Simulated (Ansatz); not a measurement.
Base system: WSi$_{2}$ (space group I4/mmm, No. 139; a = 3.202 Å, c = 7.818 Å; relaxed with 0.1 eV smearing). Axes: x, y, z lie along a, b, c of the conventional cell.

Method: Kohn–Sham DFT with the PBEsol functional, run in Ansatz (a program for electronic structure) with PAW and 420 eV plane waves, no spin-orbit coupling.

Before the change:

The pressure is 0.0 GPa and the shortest interatomic distance comes out as 2.588 Å. The band gap is zero.

Perturbation: uniaxial strain ε_xx = −0.50 %, all other strain components held at zero, atoms relaxed at fixed cell.

**Question.** What does the calculation give for the pressure, energy relative to the base, shortest interatomic distance and band gap after the change?

**Answer.** The pressure (mean of the normal stresses, compression positive) goes from zero to 1.1 GPa; the energy rises by 0.5 meV/atom; the shortest interatomic distance stays essentially unchanged (2.588 Å against 2.589 Å); the band gap stays zero.

No phonon test of stability was made. The final runs are not spin-polarised.
